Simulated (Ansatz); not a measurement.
# How the equilibrium volume per atom of SiC (model structure, within 0.1 Å of P6₃/mmc, No. 194, 8 atoms in the cell) moves with the method

No measured value is used here.

```json
[
 {"level (code)": "PBE (Ansatz)", "value (Å³/atom)": "8.48"},
 {"level (code)": "PBEsol (Ansatz)", "value (Å³/atom)": "8.34"},
 {"level (code)": "PBE-D3(BJ) (Ansatz)", "value (Å³/atom)": "(withheld)"}
]
```

**Question.** Fill in the missing entries.

**Answer.** 
- PBE-D3(BJ) (Ansatz, a first-principles code), value (Å³/atom): 8.24

Ansatz's density-functional and Hartree–Fock values are scalar-relativistic unless marked +SOC, with PAW data made under PBE.

A model structure was made by putting elements into a prototype or built by hand; it is no filed structure, need not be a known phase, and can be a saddle point held by its symmetry.
